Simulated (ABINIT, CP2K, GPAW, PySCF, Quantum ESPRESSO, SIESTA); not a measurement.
# One structure in several programs: Al (Fm-3m, 1 atom in the cell)

Self-consistent single point, at a second geometry (lattice scaled by 0.98). First geometry:

```
Al
1.0
    0.00000     2.06187     2.06187
    2.06187     0.00000     2.06187
    2.06187     2.06187     0.00000
Al
1
Direct
  0.00000   0.00000   0.00000
```

Shared settings, as Quantum ESPRESSO writes them: occupations = smearing; smearing = gauss; degauss = 0.0036749 Ry; K_POINTS = automatic 11 11 11 0 0 0. Potentials and cutoffs stand in the table.

```
code                                                                                                                                model  ΔF from the first geometry (meV/atom)  pressure (GPa)       cutoff
----------------  -----------------------------------------------------------------------------------------------------------------------  -------------------------------------  --------------  -----------
PySCF                            PBE, Gaussian basis gth-dzvp-molopt-sr, GTH pseudopotentials gth-pbe, FFT density fitting with multigrid                                  -16.1               –   grid 50 Ha
SIESTA            GGA PBE, numerical atomic orbitals TZP, PseudoDojo PBE standard norm-conserving potentials (rewritten from UPF to PSML)                                  -12.3            0.37  grid 350 Ry
Quantum ESPRESSO                                                                      PBE, PSlibrary PAW (PBE, semicore) pseudopotentials                                  -14.4           -0.04        35 Ry
GPAW                                                                                         PBE, GPAW PAW datasets PBE (gpaw-data 1.0.1)                                  -13.3            0.16       600 eV
CP2K                                                              PBE, GPW, DZVP-MOLOPT-SR-GTH basis, GTH-PBE potentials (GTH_POTENTIALS)                                  -16.1           -0.38  grid 400 Ry
ABINIT                                                           PBE, norm-conserving pseudopotentials (PseudoDojo nc-sr-05 PBE standard)                                  -15.4           -0.21        40 Ry
```

A dash marks a value that a program does not give, or that is left out as unsure.

The spread over the programs that give each value: ΔF from the first geometry within 3.8 meV/atom; pressure within 0.75 GPa.

PySCF, SIESTA and CP2K use small atom-centred bases, whose incompleteness enters pressures, forces and empty levels differently from a plane-wave cutoff.

The starting cell comes from a database of computed structures (which also holds hypothetical and non-ambient phases and stackings), without a prior relaxation at this level. Its lattice was rescaled by a random factor within 2.5 % of one. For this run, on top of that: lattice scaled by 0.98.

Left out of this page: Elk and FLEUR (not drawn, or without a comparable value).
